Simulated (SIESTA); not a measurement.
A self-consistent single point of WSe2 (P6_3/mmc, 6 atoms in the cell) with SIESTA

Method: GGA PBE, numerical atomic orbitals DZP, PseudoDojo PBE standard norm-conserving potentials (rewritten from UPF to PSML) (SIESTA).

This input was run:

```
# files in the folder: W.psml Se.psml (PseudoDojo PBE standard)
SystemName  WSe2
SystemLabel siesta

NumberOfAtoms                6
NumberOfSpecies              2
%block ChemicalSpeciesLabel
  1 74 W
  2 34 Se
%endblock ChemicalSpeciesLabel
LatticeConstant              1.0 Ang
%block LatticeVectors
     3.322586000    0.000000000    0.000000000
    -1.661293000    2.877444000    0.000000000
     0.000000000    0.000000000   13.748180000
%endblock LatticeVectors
AtomicCoordinatesFormat      Bohr
%block AtomicCoordinatesAndAtomicSpecies
     3.139391922    1.812525220   19.485221184  1
    -0.000003139    3.625055878    6.495073728  1
    -0.000003139    3.625055878   22.628836868  2
     3.139391922    1.812525220    3.351458044  2
     3.139391922    1.812525220    9.638689412  2
    -0.000003139    3.625055878   16.341605500  2
%endblock AtomicCoordinatesAndAtomicSpecies

XC.functional                GGA
XC.authors                   PBE
PAO.BasisSize                DZP
PAO.EnergyShift              0.005 Ry
MeshCutoff                   350 Ry
%block kgrid.MonkhorstPack
    6   0   0  0.0
    0   6   0  0.0
    0   0   2  0.0
%endblock kgrid.MonkhorstPack
OccupationFunction           FD
ElectronicTemperature        10 K

MaxSCFIterations             150
SCF.Mixer.Method             Pulay
SCF.Mixer.Weight             0.25
SCF.Mixer.History            6
SCF.DM.Tolerance             1.0E-04
Diag.ParallelOverK           true
WriteForces                  true
```

Output, abridged:

```
reinit: Reading from file input.fdf

reinit: System Name: WSe2
reinit: System Label: siesta

coor:   Atomic-coordinates input format  =     Cartesian coordinates
coor:                                            (in Bohr units)

siesta: Atomic coordinates (Bohr) and species
siesta:      3.13939   1.81253  19.48522  1        1
siesta:     -0.00000   3.62506   6.49507  1        2
siesta:     -0.00000   3.62506  22.62884  2        3
siesta:      3.13939   1.81253   3.35146  2        4
siesta:      3.13939   1.81253   9.63869  2        5
siesta:     -0.00000   3.62506  16.34161  2        6

siesta: System type = bulk

initatomlists: Number of atoms, orbitals, and projectors:      6   110   136

siesta: ******************** Simulation parameters ****************************
redata: Spin configuration                          = none
redata: Time-Reversal Symmetry                      = T
redata: Number of Atomic Species                    =        2
redata: Mesh Cutoff                                 =   350.0000 Ry
redata: Net charge of the system                    =     0.0000 |e|
redata: Min. number of SCF Iter                     =        0
redata: Max. number of SCF Iter                     =      150
redata: SCF convergence failure will abort job
redata: SCF mix quantity                            = Hamiltonian
redata: Mix DM or H after convergence               =   F
redata: Recompute H after scf cycle                 =   F
redata: Mix DM in first SCF step                    =   T
redata: No kicks to SCF
redata: DM Mixing Weight for Kicks                  =     0.5000
redata: Require Harris convergence for SCF          =   F
redata: Harris energy tolerance for SCF             =     0.000100 eV
redata: Require DM convergence for SCF              =   T
redata: DM tolerance for SCF                        =     0.000100
redata: Require EDM convergence for SCF             =   F
redata: EDM tolerance for SCF                       =     0.001000 eV
redata: Require H convergence for SCF               =   T
redata: Hamiltonian tolerance for SCF               =     0.001000 eV
redata: Require (free) Energy convergence for SCF   =   F
redata: (free) Energy tolerance for SCF             =     0.000100 eV
redata: Using DFT-D3 dispersion                     =   F
redata: Using Saved Data (generic)                  =   F
redata: Method of Calculation                       = Diagonalization
redata: Electronic Temperature                      =    10.0000 K
redata: Number of TDED substeps                     =        3
redata: Dynamics option                             = Single-point calculation
redata: Save all siesta data in one NC              =   F
redata: ***********************************************************************

%block SCF.Mixers
  Pulay
%endblock SCF.Mixers

%block SCF.Mixer.Pulay
  # Mixing method
  method pulay
  variant stable

  # Mixing options
  weight 0.2500
  weight.linear 0.2500
  history 6
%endblock SCF.Mixer.Pulay

DM_history_depth set to one: no extrapolation allowed by default for geometry relaxation
Size of DM history Fstack: 1
Total number of electrons:    92.000000
Total ionic charge:    92.000000

* ProcessorY, Blocksize:    1  64

* Orbital distribution balance (max,min):   110   110

k-point displ. along   1 input, could be:     0.00    0.50
k-point displ. along   2 input, could be:     0.00    0.50
k-point displ. along   3 input, could be:     0.00    0.50
 Kpoints in:           48 . Kpoints trimmed:           46

siesta: k-grid: Number of k-points = 46
siesta: k-points from Monkhorst-Pack grid
siesta: k-cutoff (effective) =     9.968 Ang
siesta: k-point supercell and displacements
siesta: k-grid:     6     0     0      0.000
siesta: k-grid:     0     6     0      0.000
siesta: k-grid:     0     0     2      0.000

diag: Algorithm                                     = D&C
diag: Parallel over k                               =   F
diag: Use parallel 2D distribution                  =   F
diag: Parallel block-size                           = 64
diag: Parallel distribution                         =     1 x     1
diag: Used triangular part                          = Lower
diag: Absolute tolerance                            =  0.100E-15
diag: Orthogonalization factor                      =  0.100E-05
diag: Memory factor                                 =  1.0000

superc: Internal auxiliary supercell:     5 x     5 x     3  =      75
superc: Number of atoms, orbitals, and projectors:    450   8250  10200

                        Single-point calculation

superc: Internal auxiliary supercell:     5 x     5 x     3  =      75
superc: Number of atoms, orbitals, and projectors:    450   8250  10200

outcell: Unit cell vectors (Ang):
        3.322586    0.000000    0.000000
       -1.661293    2.877444    0.000000
        0.000000    0.000000   13.748180

outcell: Cell vector modules (Ang)   :    3.322586    3.322586   13.748180
outcell: Cell angles (23,13,12) (deg):     90.0000     90.0000    120.0000
outcell: Cell volume (Ang**3)        :    131.4402
new_DM -- step:     1
Initializing Density Matrix...

Attempting to read DM from file... Failed...
DM filled with atomic data:

InitMesh: MESH = 36 x 36 x 160 = 207360
InitMesh: Mesh cutoff (required, used) =   350.000   374.327 Ry

stepf: Fermi-Dirac step function

        iscf     Eharris(eV)        E_KS(eV)     FreeEng(eV)     dDmax    Ef(eV) dHmax(eV)
   scf:    1   -17277.544383   -17311.030692   -17311.030692  1.634871 -2.733892 14.280773
   scf:    2   -17309.383231   -17319.544017   -17319.544017  0.498676 -3.872731  4.479062
   scf:    3   -17321.890192   -17321.791214   -17321.791214  0.194532 -4.109581  1.340697
   scf:    4   -17321.753284   -17321.833785   -17321.833785  0.084430 -3.215025  0.844503
   scf:    5   -17321.804190   -17321.819386   -17321.819386  0.002696 -3.231745  0.968184
   scf:    6   -17321.872112   -17321.880094   -17321.880094  0.024793 -3.096006  0.162473
   scf:    7   -17321.882274   -17321.881676   -17321.881676  0.003442 -3.119245  0.019284
   scf:    8   -17321.881709   -17321.881710   -17321.881710  0.000843 -3.121360  0.002938
   scf:    9   -17321.881710   -17321.881710   -17321.881710  0.000160 -3.121202  0.001710
   scf:   10   -17321.881710   -17321.881710   -17321.881710  0.000034 -3.120954  0.000103

SCF Convergence by DM+H criterion
max |DM_out - DM_in|         :     0.0000340449
max |H_out - H_in|      (eV) :     0.0001026256
SCF cycle converged after 10 iterations

Using DM_out to compute the final energy and forces

siesta: E_KS(eV) =           -17321.8817

siesta: E_KS - E_eggbox =    -17321.8817

siesta: Atomic forces (eV/Ang):
     1   -0.000252    0.000145    0.000002
     2    0.000252   -0.000145   -0.000002
     3    0.000127   -0.000073    1.354678
     4   -0.000127    0.000073   -1.354678
     5   -0.000127    0.000073    1.354658
     6    0.000127   -0.000073   -1.354658
   Tot    0.000000    0.000000   -0.000000
   Max    1.354678
   Res    0.638597    sqrt( Sum f_i^2 / 3N )
   Max    1.354678    constrained

Stress tensor Voigt[x,y,z,yz,xz,xy] (kbar):      -55.72      -55.24      -99.16        0.00       -0.00        0.42
(Free)E + p*V (eV/cell)   -17316.1358
Target enthalpy (eV/cell)   -17321.8817

siesta: Program's energy decomposition (eV):
siesta: Ebs     =     -3264.648375
siesta: Eions   =     21354.442284
siesta: Ena     =      2940.272986
siesta: Ekin    =      9659.090247
siesta: Enl     =     -5102.160407
siesta: Eso     =         0.000000
siesta: Edftu   =         0.000000
siesta: DEna    =        74.394035
siesta: DUscf   =         1.363165
siesta: DUext   =         0.000000
siesta: Ex      =     -3342.956322
siesta: Ec      =      -197.443131
siesta: Exc     =     -3540.399453
siesta: Eharris =    -17321.881710
siesta: Etot    =    -17321.881710
siesta: FreeEng =    -17321.881710

siesta: Atomic forces (eV/Ang):
siesta:      1   -0.000252    0.000145    0.000002
siesta:      2    0.000252   -0.000145   -0.000002
siesta:      3    0.000127   -0.000073    1.354678
siesta:      4   -0.000127    0.000073   -1.354678
siesta:      5   -0.000127    0.000073    1.354658
siesta:      6    0.000127   -0.000073   -1.354658
siesta: ----------------------------------------
siesta:    Tot    0.000000    0.000000   -0.000000

siesta: Stress tensor (static) (eV/Ang**3):
siesta:    -0.034777    0.000260   -0.000000
siesta:     0.000260   -0.034477    0.000000
siesta:    -0.000000    0.000000   -0.061891

siesta: Cell volume =        131.440233 Ang**3

siesta: Pressure (static):
siesta:                Solid            Molecule  Units
siesta:           0.00047611          0.00022717  Ry/Bohr**3
siesta:           0.04371480          0.02085738  eV/Ang**3
siesta:          70.03883525         33.41720107  kBar
```

The run converged in 10 iterations.

The starting cell comes from a database of computed structures (which also holds hypothetical and non-ambient phases and stackings), without a prior relaxation at this level. Its lattice was rescaled by a random factor within 2.5 % of one. Values carry the incompleteness of an atom-centred basis. With a pressure of about 7 GPa the cell is away from its equilibrium volume at this level. Forces in this geometry exceed 1 eV/Å.
